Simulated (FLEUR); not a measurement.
Worked example: self-consistent single point of TmS (Fm-3m, 2 atoms in the cell) in FLEUR.

Method of the run: PBEsol, all-electron FLAPW (FLEUR), scalar-relativistic valence run with FLEUR.

```xyz
2
Lattice="0.0000 2.6899 2.6899 2.6899 0.0000 2.6899 2.6899 2.6899 0.0000" Properties=species:S:1:pos:R:3 pbc="T T T"
Tm     2.6899     2.6899     2.6899
S      0.0000     0.0000     0.0000
```
Moments meant for the start (each program seeds them in its own way; μB, in the order of the atoms Tm S): 2.0 0.0.

Reference input (self-consistent single point, DFT, PBEsol, all-electron FLAPW (FLEUR), scalar-relativistic valence): Kmax = 4.3 1/bohr; GmaxXC = 12.9 1/bohr; xcFunctional = PBEs; jspins = 2; l_soc = F; mode = hist; fermiSmearingEnergy = 0.00367493 Htr; mesh (inpgen div1-3) = 4 4 4; inpgen gamma flag = true; Gmax = 12.9 1/bohr; numbands = 0; maxIterBroyd = 40. This run's input differs from it in these lines:

```diff
@@ -53,3 +53,3 @@
          <mtSphere radius="2.68" gridPoints="925" logIncrement="0.014"/>
-         <atomicCutoffs lmax="10" lnonsphr="8"/>
+         <atomicCutoffs lmax="4" lnonsphr="4"/>
          <electronConfig flipSpins="F">
@@ -66,3 +66,3 @@
          <mtSphere radius="1.88" gridPoints="649" logIncrement="0.018"/>
-         <atomicCutoffs lmax="8" lnonsphr="6"/>
+         <atomicCutoffs lmax="4" lnonsphr="4"/>
          <electronConfig flipSpins="F">
```

The program printed (abridged):

```
 Iteration:     1   Distance:     430.35080078 me/bohr^3
**************FLEUR-Error*****************
Error message: differ 2: problems with solving dirac equation
Error occurred in subroutine: differ
Hint: The n=6 l=0 state of an atom with Z=69 seems to be above the reasonable energy range.
Error from PE:0/1
 Last known location:
```

The program stopped with an error at about iteration 1. 

The starting cell comes from a database of computed structures (which also holds hypothetical and non-ambient phases and stackings), without a prior relaxation at this level. Its lattice was rescaled by up to half a per cent. Values depend on the basis (sphere radii, cutoffs, local orbitals), which need not be converged.
